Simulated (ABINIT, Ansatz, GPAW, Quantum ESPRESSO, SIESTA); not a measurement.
## Code comparison for SrMg (Amm2, 6 atoms in the cell)

Self-consistent single point.

```
CELL_PARAMETERS angstrom
      6.01833     0.00000     0.00000
      0.00000     2.08776     9.20513
      0.00000    -2.08776     9.20513
ATOMIC_POSITIONS crystal
  Sr 0.00000 0.00785 0.00785
  Sr 0.00000 0.32416 0.32416
  Sr 0.50000 0.56199 0.56199
  Mg 0.00000 0.66726 0.66726
  Mg 0.50000 0.88304 0.88304
  Mg 0.50000 0.22236 0.22236
```

All programs got the same cell, k-point mesh and kind of occupations (in Ansatz's words: kpoints.mp_grid.grid = 3 4 4; scf.occupations.method = fermi_dirac; scf.occupations.width = 0.0073 Ry); potentials, basis and cutoffs are each program's usual ones.

```tsv
code	model	pressure (GPa)	largest force (eV/Å)	k-points	cutoff
Quantum ESPRESSO	LDA (PZ), GBRV 1.5 ultrasoft (LDA) pseudopotentials	-1.64	0.102	14	40 Ry
Ansatz	LDA (PW92), PAW files made with PBE	-1.62	0.102	14	30.9 Ry
SIESTA	LDA PW92, numerical atomic orbitals DZP, PseudoDojo LDA standard norm-conserving potentials (rewritten from UPF to PSML)	2.11	0.272	28	grid 300 Ry
ABINIT	LDA (PW92), PAW (JTH v2.0 LDA PAW)	-1.69	0.103	14	20 Ha
GPAW	LDA (Perdew-Wang 92), GPAW PAW datasets LDA (gpaw-data 1.0.1)	-1.53	0.094	14	800 eV
```

Size of the force on each atom (eV/Å): Sizes of forces hide their directions.

```json
[
 {"code": "Quantum ESPRESSO", "Sr1": "0.102", "Sr2": "0.013", "Sr3": "0.006", "Mg4": "0.052", "Mg5": "0.092", "Mg6": "0.081"},
 {"code": "Ansatz", "Sr1": "0.102", "Sr2": "0.012", "Sr3": "0.006", "Mg4": "0.052", "Mg5": "0.091", "Mg6": "0.081"},
 {"code": "SIESTA", "Sr1": "0.116", "Sr2": "0.012", "Sr3": "0.081", "Mg4": "0.272", "Mg5": "0.206", "Mg6": "0.043"},
 {"code": "ABINIT", "Sr1": "0.103", "Sr2": "0.013", "Sr3": "0.002", "Mg4": "0.055", "Mg5": "0.094", "Mg6": "0.080"},
 {"code": "GPAW", "Sr1": "0.093", "Sr2": "0.012", "Sr3": "0.009", "Mg4": "0.058", "Mg5": "0.094", "Mg6": "0.081"}
]
```

The spread over the programs that give each value: pressure within 3.80 GPa; largest force within 0.178 eV/Å.

The starting cell comes from a database of computed structures (which also holds hypothetical and non-ambient phases and stackings), without a prior relaxation at this level. On Ansatz's run: Without a gap this mesh is coarse (it stands for a supercell whose shortest vector is 17 Å).

Question: Why do the programs differ, and what cannot be compared?

Answer: Differences of this kind can come from the potentials, where these differ, and from what each basis and cutoff leave unconverged. The zero of total energies and Fermi levels follows the potentials and each program's conventions, so they are not compared here. SIESTA uses small atom-centred bases, whose incompleteness enters pressures, forces and empty levels differently from a plane-wave cutoff. Ansatz's pressure is given at a fixed set of plane waves, as the other plane-wave codes print theirs. Ansatz's smearing width was typed in Ry to four decimals, so it matches the others to a few per cent. The same LDA comes in different parametrisations, which differ slightly. The programs reduce the same mesh by symmetry to different extents, which changes the work and not the result. In the pressure, SIESTA (by 3.74) lies more than 1 GPa from the median of the plane-wave programs. In the force vectors, SIESTA (by 0.219) lies more than 0.08 eV/Å from the median of the plane-wave programs.

The shared mesh is coarse (it stands for a supercell whose shortest vector is 17 Å), so the values are not converged in it.

Left out of this page: CP2K (unsound by tests on forces, stress, charge or solver warnings); Elk and FLEUR (not drawn, or without a comparable value).

Ansatz is an electronic-structure program.

Keys are those of Ansatz 0.2.
